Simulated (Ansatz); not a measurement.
**KMgF3: energy against strain**

KMgF3 (cubic perovskite, Pm-3m, 12.717 Å³/atom at rest) under an equal strain ε in the (001) plane with the normal axis free, as in a coherent film. PBEsol in Ansatz, a plane-wave DFT program (PAW, default set), 420 eV, 8×8×8 Γ-centred mesh, Fermi-Dirac smearing 0.05 eV; ions are relaxed within the symmetry of each cell.

Here s stands for strain and y for E less E0.

```
strain (%)  E less E0 (meV/atom)
----------  --------------------
-1.20                       1.87
-0.60                       0.49
0.00                        0.00
0.60                        0.45
1.20                        1.72
3.00                           ?
```

The 5 complete rows are fitted with a parabola, y against s. Least squares gives y = 0.015 - 0.0567·s + 1.2381·s². Residuals (row less fit): 0.004, -0.005, -0.015, 0.023, -0.010; standard error 0.021 (degrees of freedom: 2). Twice the quadratic coefficient over the volume, 2 × 1.2381 meV × 10⁴ × 0.1602 / 12.717 Å³, is twice the biaxial elastic modulus of this plane = 312 ± 4 GPa.

### Question
Predict the withheld y at s = 3.00 from the fit, and compare with the calculation.

### Answer
y = 0.015 - 0.0567 × 3.0 + 1.2381 × 3.0² = 10.988 meV/atom. The calculation gives 10.03 meV/atom, 0.958 meV/atom below the prediction (9.6 % of the range of y in the table). The row lies outside the fitted rows, so this is an extrapolation. From the scatter of the fitted rows alone, a prediction at this place has a standard error of 0.137 meV/atom, so the miss is 7.0 times that.

One order more, fitted to all 11 runs of the series, follows each within 0.03, so the miss is the next term of a smooth law. The primitive cell can neither tilt nor turn polar against its symmetry, as such crystals can under strain. Rows are the converged runs of the series near zero and its far end; series whose fitted rows scatter by over a few per cent of the range, as at a crossing or softening among them, aren't shown in this form. Most that stay on the fit to the last digits aren't either.
